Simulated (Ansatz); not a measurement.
Defect migration in anatase TiO2 with all lengths changed by -1 %: interstitial H, charge state +1. Computed with PBE, PAW (plane waves to 420 eV; Ansatz, a quantum-chemistry and plane-wave program).

108-site cell at the strained lattice (strain from the relaxed PBE one, atoms relaxed), the Γ point alone, smearing 0.01 eV, spin-restricted, no finite-size correction. Static, classical nuclei. The charge state is imposed; whether it is stable for some Fermi level was not computed. Sites that were not tried may lie lower.

Barriers: single points on a 2×2×2 k-point mesh shifted by half a step at the bands' geometries.

Relaxed starting cell (atoms counted from 1):

```yaml
crystal:
  lattice:
    - [11.28231, 0.00000, 0.00000]
    - [0.00000, 11.28231, 0.00000]
    - [0.00000, 0.00000, 9.60369]
  atoms:
    - { symbol: Ti, position: [0.99966, 0.16661, 0.25410] }
    - { symbol: Ti, position: [0.99890, 0.49982, 0.26009] }
    - { symbol: Ti, position: [0.99962, 0.83301, 0.25414] }
    - { symbol: Ti, position: [0.33378, 0.16641, 0.25025] }
    - { symbol: Ti, position: [0.33306, 0.49977, 0.25002] }
    - { symbol: Ti, position: [0.33372, 0.83313, 0.25025] }
    - { symbol: Ti, position: [0.66637, 0.16634, 0.25003] }
    - { symbol: Ti, position: [0.66471, 0.49976, 0.24941] }
    - { symbol: Ti, position: [0.66630, 0.83311, 0.25000] }
    - { symbol: Ti, position: [0.00029, 0.99965, 0.99889] }
    - { symbol: Ti, position: [0.99711, 0.32297, 0.99757] }
    - { symbol: Ti, position: [0.99723, 0.67637, 0.99752] }
    - { symbol: Ti, position: [0.33385, 0.99967, 0.00034] }
    - { symbol: Ti, position: [0.33330, 0.33173, 0.00010] }
    - { symbol: Ti, position: [0.33336, 0.66761, 0.00007] }
    - { symbol: Ti, position: [0.66691, 0.99969, 0.00021] }
    - { symbol: Ti, position: [0.66545, 0.33325, 0.00089] }
    - { symbol: Ti, position: [0.66554, 0.66610, 0.00080] }
    - { symbol: O, position: [0.99990, 0.16481, 0.04197] }
    - { symbol: O, position: [0.03224, 0.49972, 0.03414] }
    - { symbol: O, position: [0.99967, 0.83463, 0.04203] }
    - { symbol: O, position: [0.33413, 0.16608, 0.04209] }
    - { symbol: O, position: [0.32229, 0.49973, 0.04160] }
    - { symbol: O, position: [0.33415, 0.83337, 0.04209] }
    - { symbol: O, position: [0.66974, 0.16718, 0.04119] }
    - { symbol: O, position: [0.66514, 0.49972, 0.04350] }
    - { symbol: O, position: [0.66979, 0.83226, 0.04120] }
    - { symbol: O, position: [0.16622, 0.16951, 0.29108] }
    - { symbol: O, position: [0.16683, 0.49971, 0.29321] }
    - { symbol: O, position: [0.16617, 0.83005, 0.29108] }
    - { symbol: O, position: [0.49991, 0.16586, 0.29242] }
    - { symbol: O, position: [0.49920, 0.49975, 0.29300] }
    - { symbol: O, position: [0.49986, 0.83368, 0.29241] }
    - { symbol: O, position: [0.83263, 0.16632, 0.29248] }
    - { symbol: O, position: [0.83206, 0.49972, 0.29154] }
    - { symbol: O, position: [0.83258, 0.83319, 0.29252] }
    - { symbol: O, position: [0.99955, 0.99975, 0.20948] }
    - { symbol: O, position: [0.99483, 0.33538, 0.20439] }
    - { symbol: O, position: [0.99487, 0.66409, 0.20442] }
    - { symbol: O, position: [0.33199, 0.99974, 0.20908] }
    - { symbol: O, position: [0.33539, 0.33333, 0.20781] }
    - { symbol: O, position: [0.33532, 0.66613, 0.20782] }
    - { symbol: O, position: [0.66549, 0.99973, 0.20739] }
    - { symbol: O, position: [0.66538, 0.33280, 0.20914] }
    - { symbol: O, position: [0.66532, 0.66663, 0.20914] }
    - { symbol: O, position: [0.99968, 0.16746, 0.45786] }
    - { symbol: O, position: [0.99952, 0.49977, 0.45842] }
    - { symbol: O, position: [0.99965, 0.83199, 0.45787] }
    - { symbol: O, position: [0.33299, 0.16634, 0.45831] }
    - { symbol: O, position: [0.33300, 0.49969, 0.45985] }
    - { symbol: O, position: [0.33295, 0.83308, 0.45832] }
    - { symbol: O, position: [0.66634, 0.16600, 0.45898] }
    - { symbol: O, position: [0.66593, 0.49975, 0.45937] }
    - { symbol: O, position: [0.66628, 0.83344, 0.45899] }
    - { symbol: Ti, position: [0.16745, 0.99981, 0.75003] }
    - { symbol: Ti, position: [0.16752, 0.33201, 0.74994] }
    - { symbol: Ti, position: [0.16757, 0.66759, 0.74986] }
    - { symbol: Ti, position: [0.50036, 0.99979, 0.75052] }
    - { symbol: Ti, position: [0.50047, 0.33300, 0.75007] }
    - { symbol: Ti, position: [0.50050, 0.66658, 0.75003] }
    - { symbol: Ti, position: [0.83313, 0.99975, 0.75033] }
    - { symbol: Ti, position: [0.83325, 0.33336, 0.74883] }
    - { symbol: Ti, position: [0.83332, 0.66620, 0.74883] }
    - { symbol: Ti, position: [0.16743, 0.16622, 0.50001] }
    - { symbol: Ti, position: [0.16880, 0.49966, 0.50260] }
    - { symbol: Ti, position: [0.16739, 0.83314, 0.50004] }
    - { symbol: Ti, position: [0.49983, 0.16612, 0.50076] }
    - { symbol: Ti, position: [0.49951, 0.49970, 0.50139] }
    - { symbol: Ti, position: [0.49978, 0.83331, 0.50075] }
    - { symbol: Ti, position: [0.83192, 0.16593, 0.50068] }
    - { symbol: Ti, position: [0.82985, 0.49973, 0.50061] }
    - { symbol: Ti, position: [0.83184, 0.83352, 0.50064] }
    - { symbol: O, position: [0.16497, 0.99976, 0.54061] }
    - { symbol: O, position: [0.16571, 0.33329, 0.54233] }
    - { symbol: O, position: [0.16574, 0.66617, 0.54229] }
    - { symbol: O, position: [0.49909, 0.99975, 0.54244] }
    - { symbol: O, position: [0.49954, 0.33306, 0.54255] }
    - { symbol: O, position: [0.49950, 0.66643, 0.54257] }
    - { symbol: O, position: [0.83452, 0.99975, 0.54172] }
    - { symbol: O, position: [0.83313, 0.33328, 0.54223] }
    - { symbol: O, position: [0.83312, 0.66623, 0.54221] }
    - { symbol: O, position: [0.00053, 0.99973, 0.79214] }
    - { symbol: O, position: [0.99953, 0.32873, 0.79105] }
    - { symbol: O, position: [0.99959, 0.67075, 0.79099] }
    - { symbol: O, position: [0.33376, 0.99979, 0.79270] }
    - { symbol: O, position: [0.33404, 0.33289, 0.79140] }
    - { symbol: O, position: [0.33408, 0.66664, 0.79138] }
    - { symbol: O, position: [0.66697, 0.99971, 0.79202] }
    - { symbol: O, position: [0.66755, 0.33040, 0.79384] }
    - { symbol: O, position: [0.66759, 0.66915, 0.79384] }
    - { symbol: O, position: [0.16857, 0.16580, 0.70742] }
    - { symbol: O, position: [0.16581, 0.49974, 0.71073] }
    - { symbol: O, position: [0.16856, 0.83372, 0.70738] }
    - { symbol: O, position: [0.50047, 0.16640, 0.70884] }
    - { symbol: O, position: [0.50252, 0.49975, 0.70902] }
    - { symbol: O, position: [0.50047, 0.83313, 0.70885] }
    - { symbol: O, position: [0.83259, 0.16632, 0.70861] }
    - { symbol: O, position: [0.83308, 0.49975, 0.70793] }
    - { symbol: O, position: [0.83262, 0.83320, 0.70863] }
    - { symbol: O, position: [0.16670, 0.99965, 0.95851] }
    - { symbol: O, position: [0.16690, 0.32803, 0.95710] }
    - { symbol: O, position: [0.16692, 0.67152, 0.95706] }
    - { symbol: O, position: [0.50074, 0.99974, 0.95925] }
    - { symbol: O, position: [0.49981, 0.33619, 0.95932] }
    - { symbol: O, position: [0.49985, 0.66325, 0.95933] }
    - { symbol: O, position: [0.83406, 0.99984, 0.95820] }
    - { symbol: O, position: [0.83516, 0.34329, 0.96046] }
    - { symbol: O, position: [0.83522, 0.65611, 0.96042] }
    - { symbol: H, position: [0.11909, 0.49955, 0.02482] }
```
Cell charge +1.

End state 1 differs by these moves (Å; atoms that move under 0.08 Å are left out):

```
atom  element     Δx     Δy     Δz
----  -------  -----  -----  -----
1          Ti  -0.03  -0.11  -0.01
2          Ti  -0.02   0.11  -0.07
11         Ti   0.02   0.11  -0.07
12         Ti   0.03  -0.11  -0.01
19          O  -0.06   0.04   0.04
20          O  -0.42  -0.02   0.12
23          O   0.15   0.00   0.01
28          O   0.01  -0.09   0.02
34          O   0.03   0.12  -0.02
35          O   0.04  -0.11  -0.01
38          O   0.42  -0.02   0.12
39          O   0.06   0.04   0.04
41          O  -0.15   0.00   0.01
102         O  -0.01  -0.09   0.02
107         O  -0.04  -0.11  -0.01
108         O  -0.03   0.12  -0.02
109         H   0.00  -1.88   1.93
```

Task: Estimate the forward and backward barriers to end state 1 that PBE, PAW returns for this input.

Result: forward 1.65 eV, backward 1.65 eV; at the saddle point atom 109 has neighbours 2 O at 1.24; 2 Ti at 1.94 Å. The saddle point's order was not checked, and it lies on a symmetry element of the cell, where a band can be held.
